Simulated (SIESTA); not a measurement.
A self-consistent single point of C (Fd-3m, 2 atoms in the cell) with SIESTA.

Computed with GGA PBE, numerical atomic orbitals DZP, PseudoDojo PBE standard norm-conserving potentials (rewritten from UPF to PSML) (SIESTA).

```xyz
2
Lattice="0.0000 1.7943 1.7943 1.7943 0.0000 1.7943 1.7943 1.7943 0.0000" Properties=species:S:1:pos:R:3 pbc="T T T"
C      1.7943     1.7943     1.7943
C      2.6914     2.6914     2.6914
```

Reference input (self-consistent single point, DFT, GGA PBE, numerical atomic orbitals DZP, PseudoDojo PBE standard norm-conserving potentials (rewritten from UPF to PSML)): XC.functional = GGA; XC.authors = PBE; potentials = PseudoDojo PBE standard; PAO.BasisSize = DZP; PAO.EnergyShift = 0.01 Ry; MeshCutoff = 400 Ry; kgrid.MonkhorstPack = 13 13 13; OccupationFunction = FD; ElectronicTemperature = 10 K; MaxSCFIterations = 150; SCF.Mixer.Method = Pulay; SCF.Mixer.Weight = 0.2. This run's input differs from it in these lines:

```diff
@@ -27,5 +27,5 @@
 %block kgrid.MonkhorstPack
-   13   0   0  0.0
-    0  13   0  0.0
-    0   0  13  0.0
+    6   0   0  0.0
+    0   6   0  0.0
+    0   0   6  0.0
 %endblock kgrid.MonkhorstPack
```

Output, abridged:

```
        iscf     Eharris(eV)        E_KS(eV)     FreeEng(eV)     dDmax    Ef(eV) dHmax(eV)
   scf:    1     -322.867268     -327.195863     -327.195863  1.774144 -4.912276  1.108197
   scf:    2     -327.236586     -327.216442     -327.216442  0.018649 -4.753880  0.845318
   scf:    3     -327.269446     -327.245266     -327.245266  0.073000 -4.253369  0.004459
   scf:    4     -327.245272     -327.245269     -327.245269  0.000829 -4.256530  0.004996
   scf:    5     -327.245273     -327.245271     -327.245271  0.000505 -4.257285  0.000115
   scf:    6     -327.245271     -327.245271     -327.245271  0.000008 -4.257276  0.000052
SCF Convergence by DM+H criterion
max |DM_out - DM_in|         :     0.0000084053
max |H_out - H_in|      (eV) :     0.0000518371
SCF cycle converged after 6 iterations

Using DM_out to compute the final energy and forces

siesta: E_KS(eV) =             -327.2453

siesta: E_KS - E_eggbox =      -327.2453

siesta: Atomic forces (eV/Ang):
     1   -0.000073   -0.000073   -0.000073
     2    0.000073    0.000073    0.000073
   Tot   -0.000000   -0.000000   -0.000000
   Max    0.000073
   Res    0.000073    sqrt( Sum f_i^2 / 3N )
   Max    0.000073    constrained

Stress tensor Voigt[x,y,z,yz,xz,xy] (kbar):      -13.83      -13.83      -13.83       -0.00       -0.00       -0.00
(Free)E + p*V (eV/cell)     -327.1456
Target enthalpy (eV/cell)     -327.2453

siesta: Program's energy decomposition (eV):
siesta: FreeEng =      -327.245271

   [... lines left out ...]
siesta:    -0.008630   -0.000002   -0.000002
siesta:    -0.000002   -0.008630   -0.000002
siesta:    -0.000002   -0.000002   -0.008630

siesta: Cell volume =         11.552808 Ang**3

siesta: Pressure (static):
siesta:                Solid            Molecule  Units
siesta:           0.00009399          0.00009393  Ry/Bohr**3
siesta:           0.00862997          0.00862434  eV/Ang**3
siesta:          13.82674137         13.81771641  kBar
```

The run converged in 6 iterations. Against the reference run the free energy goes up by 4.9 meV/atom, the pressure moves little (1.31 to 1.38 GPa) and the gap on the mesh moves little (4.221 to 4.220 eV).

The starting cell comes from a database of computed structures (which also holds hypothetical and non-ambient phases and stackings), without a prior relaxation at this level. Its lattice was rescaled by a random factor within 2.5 % of one. Values carry the incompleteness of an atom-centred basis.
